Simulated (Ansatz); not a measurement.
Input and output of a self-consistent single point for Ba2Hg (P1, 3 atoms in the cell) (Ansatz, a program for electronic structure).

Computed with PBEsol, PAW files made with PBE (plane waves; Ansatz).

The change in words: lattice scaled by 0.98. Reference geometry:
```
CELL_PARAMETERS angstrom
     -2.11409     2.11409     7.68045
      2.11409    -2.11409     7.68045
      2.11409     2.11409    -7.68045
ATOMIC_POSITIONS crystal
  Ba 0.36620 0.37235 0.99927
  Ba 0.62732 0.63338 0.99977
  Hg 0.00648 0.99426 0.00096
```

Reference input (self-consistent single point, DFT, PBEsol, plane waves, PAW files made with PBE): basis.ecutwfc = 420 eV; kpoints.mp_grid.grid = 4 4 6; hamiltonian.xc = pbesol; hamiltonian.pseudopotentials = {kind: paw} (the program's default PAW files); scf.occupations.method = fermi_dirac; scf.occupations.width = 0.1 eV. This run's input differs from it in these lines:

```diff
@@ -3,5 +3,5 @@
   lattice:
-    - [-2.114090, 2.114090, 7.680450]
-    - [2.114090, -2.114090, 7.680450]
-    - [2.114090, 2.114090, -7.680450]
+    - [-2.071808, 2.071808, 7.526841]
+    - [2.071808, -2.071808, 7.526841]
+    - [2.071808, 2.071808, -7.526841]
   atoms:
```

Output, abridged:

```
SCF iter   1: F=—  HF=-25405.303939 eV  |F-HF|=—  |Δ(HF+E_count)|=         —  Δρ=1.24e-1  dr2=5.87e1  ethr=3.10e-3  ⟨swp⟩=7.1  Hψ=6189  notcnv=0
all-band conjugate gradients solve this SCF's bands
preconditioner: auto → Kerker (q_TF=auto, 2.244 Å⁻¹)
SCF iter   2: F=—  HF=-25400.640364 eV  |F-HF|=—  |Δ(HF+E_count)|=    4.66e0  Δρ=6.44e-2  dr2=2.08e1  ethr=3.10e-3  ⟨swp⟩=3.0  Hψ=2974  notcnv=0
   [... lines left out ...]
SCF iter   8: F=—  HF=-25396.775786 eV  |F-HF|=—  |Δ(HF+E_count)|=   3.37e-4  Δρ=4.04e-5  dr2=4.64e-6  ethr=2.98e-6  ⟨swp⟩=2.0  Hψ=1676  notcnv=0
SCF iter   9: F=—  HF=-25396.775795 eV  |F-HF|=—  |Δ(HF+E_count)|=   9.22e-6  Δρ=1.63e-5  dr2=8.69e-7  ethr=1.16e-8  ⟨swp⟩=2.8  Hψ=2293  notcnv=0
SCF iter  10: F=—  HF=-25396.775795 eV  |F-HF|=—  |Δ(HF+E_count)|=   1.16e-7  Δρ=8.30e-6  dr2=1.54e-7  ethr=2.17e-9  ⟨swp⟩=2.0  Hψ=1368  notcnv=0
SCF iter  11: F=-25396.775795 eV  HF=-25396.775795 eV  |F-HF|=7.64e-10  |Δ(HF+E_count)|=   3.50e-8  Δρ=9.91e-7  dr2=2.25e-9  ethr=2.50e-10  ⟨swp⟩=7.2  Hψ=5613  notcnv=0
SCF 1 converged in 11 iterations: F = -25396.775795 eV  dr2 = 2.25e-9
Free energy (F): -25396.775795 eV
Internal energy: -25396.688438 eV  (E = F + TS)
E sigma→0 (E₀):  -25396.732117 eV
Entropy (-TS):   -0.087357 eV (-29.119 meV/atom)
Fermi energy:    8.588519 eV
--- Forces (eV/Å), atoms counted from 1 ---
  atom   1  Ba    -0.04056178     0.03222452     0.10949132
  atom   2  Ba    -0.02593113     0.04532945    -0.11399555
  atom   3  Hg     0.06648924    -0.07754968     0.00450409
--- Stress (GPa, compression-positive) ---
       -0.188024      -0.038847       0.047229
       -0.038847      -0.189301       0.045025
        0.047229       0.045025      -0.500704
  P = ⅓ Tr σ = -0.2927 GPa (-2.927 kbar)
  The stress holds the Pulay correction. Without it, at fixed plane waves, as pw.x and ABINIT print it: P = -0.3064 GPa
```

The run converged in 11 iterations. Against the reference run the free energy falls by 13.8 meV/atom, the pressure goes from -1.29 to -0.29 GPa and the largest force goes from 0.199 to 0.125 eV/Å.

The starting cell comes from a database of computed structures (which also holds hypothetical and non-ambient phases and stackings), without a prior relaxation at this level. Its atoms were displaced at random from the sites of space group no. 139. For this run, on top of that: lattice scaled by 0.98. Ansatz's pressure includes its estimate of the finite-basis (Pulay) stress.

Keys are those of Ansatz 0.2.
